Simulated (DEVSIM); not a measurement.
## Si p-i-n diode

System: Si p-i-n diode, at 250 K.

```csv
layer (left to right),material,thickness (μm),Nd (cm⁻³),Na (cm⁻³),τn (s),τp (s)
1,Si,0.640,-,1.3e18,2.5e-5,2.5e-5
2,Si,31.0,1.5e13,-,2.5e-5,2.5e-5
3,Si,1.80,1.9e17,-,2.5e-5,2.5e-5
```

Left contact: ohmic. Right contact: ohmic. Voltage is applied to the left contact. Recombination: SRH at mid-gap, radiative, Auger. Gap narrowing is on: ΔEg = 6.92 meV × (l + √(l² + 0.5)), l = ln(N/1.3e17 cm⁻³), shared equally by both band edges. Mobility is μmin + (μ − μmin)/(1 + (N/Nref)^α).

This is a model device: material constants are rounded textbook-type values typed into the input, and sizes, dopings and lifetimes were drawn at random. Values at 300 K; Nc and Nv go as T^1.5, mobilities as T to minus their exponent, the gap by Varshni's rule with the affinity fixed.

```tsv
parameter	Si
gap (eV)	1.124
affinity (eV)	4.05
permittivity	11.7
Nc (cm⁻³)	2.86e19
Nv (cm⁻³)	3.1e19
μn (cm²/Vs)	1417
μp (cm²/Vs)	470
μn,min	52
μp,min	45
Nref,n	9.7e16
Nref,p	2.2e17
αn	0.68
αp	0.72
T exponent of μn	2.3
T exponent of μp	2.2
B (cm³/s)	4.7e-15
Cn (cm⁶/s)	2.8e-31
Cp (cm⁶/s)	9.9e-32
Varshni α (eV/K)	0.000473
Varshni β (K)	636
```

Simulated with DEVSIM: 1D drift-diffusion, Boltzmann statistics, complete ionisation; no tunnelling, impact ionisation, image-force lowering or self-heating.

```
Quantity                                        Result
---------------------------------------------  -------
Potential step across the device at zero bias  0.951 V
Dark forward voltage at 1 A/cm²                0.751 V
Dark forward voltage at 100 A/cm²              0.876 V
```

Dark forward current:

(V (V), J (A/cm²)): (0.05, 4.3e-11); (0.10, 1.8e-10); (0.15, 6.6e-10); (0.20, 2.4e-9); (0.25, 9.0e-9); (0.30, 3.9e-8); (0.35, 2.0e-7); (0.40, 1.4e-6); (0.45, 1.1e-5); (0.50, 7.3e-5); (0.60, 0.0019); (0.65, 0.013); (0.70, 0.11); (0.75, 0.96); (0.80, 7.6); (0.85, 47); (0.90, 200); (0.95, 570); (1.00, 1300); (1.05, 2300)
